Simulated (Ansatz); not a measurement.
Ansatz (a first-principles code) is run on BaTiO₃ (Pm-3m, 5 atoms in the cell), and the run fails. The aim is a self-consistent single point with DFT, PBE, plane waves, PAW files.

Cell that was meant: a = 4.1007 Å, b = 4.1007 Å, c = 4.1007 Å, α = 90.00°, β = 90.00°, γ = 90.00°.

Part of the input:

```yaml
    - [0.000000, 4.100658, 0.000000]
    - [0.000000, 0.000000, 4.100658]
  atoms:
    - { element: Ba, position: [0.500000, 0.500000, 0.500000] }
    - { symbol: Ti, position: [0.000000, 0.000000, 0.000000] }
    - { symbol: O, position: [0.500000, 0.000000, 0.000000] }
    - { symbol: O, position: [0.000000, 0.500000, 0.000000] }
```

Output, abridged:

```
Error: YAML parse error: error: line 7 column 9: unknown field `element`, expected one of symbol, position, position_ang, spin, spin_axis, wyckoff
 --> <input>:7:9
  |
5 |     - [0.000000, 0.000000, 4.100658]
6 |   atoms:
7 |     - { element: Ba, position: [0.500000, 0.500000, 0.500000] }
  |         ^ unknown field `element`, expected one of symbol, position, position_ang, spin, spin_axis, wyckoff
8 |     - { symbol: Ti, position: [0.000000, 0.000000, 0.000000] }
9 |     - { symbol: O, position: [0.500000, 0.000000, 0.000000] }
  |
```

Q: From the messages shown, name the fault and mend the input.

A: The program does not know the word element. To fix it, write symbol. The program stopped before any SCF iteration.

The sound input it was made from differs as follows (other fixes are possible):
```diff
-    - { element: Ba, position: [0.500000, 0.500000, 0.500000] }
+    - { symbol: Ba, position: [0.500000, 0.500000, 0.500000] }
```

With that input, the run converged in 8 iterations: free energy E − TS (on the zero of these files) -10159.6230 eV; top of the valence band (on the code's own zero) 9.28 eV; gap on the k-point mesh 1.66 eV; pressure -8.54 GPa (DFT, PBE, plane waves, PAW files).

On the sound input: the starting cell comes from a database of computed structures (which also holds hypothetical and non-ambient phases and stackings), without a prior relaxation at this level. Its lattice was rescaled by a random factor within 2.5 % of one. With a pressure of about -9 GPa the cell is away from its equilibrium volume at this level. Ansatz's pressure includes its estimate of the finite-basis (Pulay) stress.
